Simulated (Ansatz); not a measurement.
L1₂ (Cu3Au-type) Ni3Al was calculated with rVV10 in Ansatz (plane waves, PAW).

Settings: plane-wave cutoff 520 eV, 16×16×16 k mesh, Fermi–Dirac smearing 0.05 eV, spin-polarised with parallel moments, scalar-relativistic PAW data made under PBE.

Properties against volume:

```csv
V (Å³/atom),P (GPa),moment (μB per cell of 4 atoms)
10.788,12.82,0.69
11.018,8.06,0.70
11.247,3.80,0.71
11.477,0.00,0.72
11.706,-3.41,0.73
11.936,-6.45,0.74
12.165,-9.17,0.75
```

Note: moments this small hang on the smearing and the k mesh.

Ansatz is an electronic-structure program.
